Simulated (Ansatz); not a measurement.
Base system: BaAg2GeS4 (space group I-42m, No. 121; a = 6.7264 Å, c = 8.0504 Å). Axes: x, y, z lie along a, b, c of the conventional cell.

Level of theory: PBEsol (Ansatz, a program for electronic structure), no SOC.

Base values:

| Property | Result |
|---|---|
| Electron mass | 0.26 mₑ along c, 0.18 mₑ across (at Γ) |
| Hole mass | 0.77 mₑ along k, 0.42 mₑ across (at M) |
| Width of the top valence band | 1.42 eV |
| Pressure | 0.00 GPa |

It is then changed as follows: the cell is compressed by 2.25 % along z with no lateral relaxation; the atoms relax in the strained cell.

Task: How does this affect the electron mass, hole mass, width of the top valence band and pressure?

Result: The electron mass changes from 0.26 mₑ along c, 0.18 mₑ across (at Γ) to 0.28 mₑ along z, 0.18 mₑ across (at Γ); the hole mass changes from 0.77 mₑ along k, 0.42 mₑ across (at M) to 0.80 mₑ along k, 0.39 mₑ across (at M); the width of the top valence band rises by 0.11 eV to 1.53 eV; the pressure (mean of the normal stresses, compression positive) goes from zero to 1.05 GPa.

The levels and masses belong to the bands next to the band gap. Effective masses come from finite differences of ±0.01 Å⁻¹. Along k means along the line from Γ to the band edge. Whether these cells are dynamically stable was not tested.
